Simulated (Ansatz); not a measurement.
Take MoS₂ in the 3R-MoS2 type structure (space group R3m, No. 160; layered, stacked along the Cartesian z axis) as the base.

```
MoS2
1.0
    1.58761     0.91661     6.19494
   -1.58761     0.91661     6.19494
    0.00000    -1.83321     6.19494
Mo S
1 2
Direct
  0.00000   0.00000   0.00000
  0.75030   0.75030   0.75030
  0.58300   0.58300   0.58300
```

Cartesian axes are those of the cell as printed.

Level of theory: Ansatz (a program for electronic structure) r2SCAN+rVV10, spin-orbit coupling left out.

Strains are applied to the cell and any free atomic positions relax; under biaxial strain the out-of-plane vector relaxes too; under stress the whole cell relaxes.

One change was made to it. Results:

The band gap goes up by 0.06 eV to 1.08 eV; the energy increases by 54 meV/atom; the shortest interatomic distance drops by 0.035 Å (2.403 Å → 2.368 Å).

Problem. Which of these changes matches the shifts?
(A) biaxial strain −4.13 %, plane normal [001], relaxed out of plane
(B) biaxial strain −1.86 %, plane normal [001], relaxed out of plane
(C) uniaxial strain ε_xx = −5.94 %
(D) uniaxial strain ε_xx = +0.25 %
(E) uniaxial stress, 5 GPa compression along z

Solution. C, uniaxial strain ε_xx = −5.94 %. For comparison, the band gap in the other runs: biaxial strain −4.13 %, plane normal [001], relaxed out of plane gives 1.26 eV; biaxial strain −1.86 %, plane normal [001], relaxed out of plane gives 1.13 eV; uniaxial stress, 5 GPa compression along z gives 0.55 eV; uniaxial strain ε_xx = +0.25 % gives 1.00 eV.

Beyond what the load breaks, stability against distortions was not tested.
